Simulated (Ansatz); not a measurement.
These are PBE (plane waves to 420 eV, PAW; Ansatz, an electronic-structure program) values and carry that method's errors.

Plane-averaged electrostatic potential energy along the normal, in eV from the highest filled level, for the (0001) surface of wurtzite ZnO (in the relaxation 1 N–Zn bonds formed; like top atoms buckled by 0.4 Å), Zn-terminated, 2x2 with 2 NH2 on 4 top atoms (bottom of the slab: 2 H on 4 bottom sites):

(z (Å), V (eV)): (3.73, 4.00); (4.02, 4.00); (4.31, 4.00); (4.59, 4.00); (4.88, 4.00); (5.17, 4.00); (5.45, 4.00); (5.74, 4.00); (6.03, 4.00); (6.31, 3.99); (6.60, 3.99); (6.89, 3.97); (7.18, 3.94); (7.46, 3.85); (7.75, 3.62); (8.04, 2.81); (8.32, 2.42); (8.61, 0.76); (8.90, -3.84); (9.19, -8.77); (9.47, -10.54); (9.76, -9.01); (10.05, -6.80); (10.33, -3.49); (10.62, 0.49); (10.91, 2.47); (11.19, 1.53); (11.48, -2.70); (11.77, -7.81); (12.06, -10.22); (12.34, -9.21); (12.63, -6.97); (12.92, -3.97); (13.20, 0.01); (13.49, 2.54); (13.78, 2.32); (14.06, -1.55); (14.35, -6.57); (14.64, -9.70); (14.93, -9.39); (15.21, -7.24); (15.50, -4.69); (15.79, -0.84); (16.07, 2.30); (16.36, 2.76); (16.65, -0.41); (16.94, -5.22); (17.22, -9.11); (17.51, -9.61); (17.80, -7.63); (18.08, -5.39); (18.37, -1.78); (18.66, 1.76); (18.94, 2.72); (19.23, 0.23); (19.52, -4.13); (19.81, -7.89); (20.09, -8.98); (20.38, -7.45); (20.67, -5.33); (20.95, -2.48); (21.24, 0.62); (21.53, 2.25); (21.81, 1.95); (22.10, 1.16); (22.39, 0.59); (22.68, 0.83); (22.96, 2.26); (23.25, 4.05); (23.54, 4.69); (23.82, 4.93); (24.11, 5.02); (24.40, 5.06); (24.69, 5.08); (24.97, 5.08); (25.26, 5.09); (25.55, 5.09); (25.83, 5.09); (26.12, 5.09); (26.41, 5.09); (26.69, 5.09); (26.98, 5.09); (27.27, 5.09)

Slab: 48 atoms, 14.8 Å thick at the start with caps and adatoms; k 4x4x1, smearing 0.025 eV, dipole-corrected; 8 atoms held, the rest relaxed; no symmetry held; no spin, no spin-orbit, no U. It is one candidate, not shown to be the stable structure of the face.

Q: The surface cell has an area of 37.26 Å². What dipole along the normal does the step between the two vacuum levels imply?

A: the top vacuum level lies 1.09 eV above the bottom one; p = −ε₀ A ΔV (ε₀ = 0.005526 e/(V·Å)) gives -0.22 e·Å a cell.
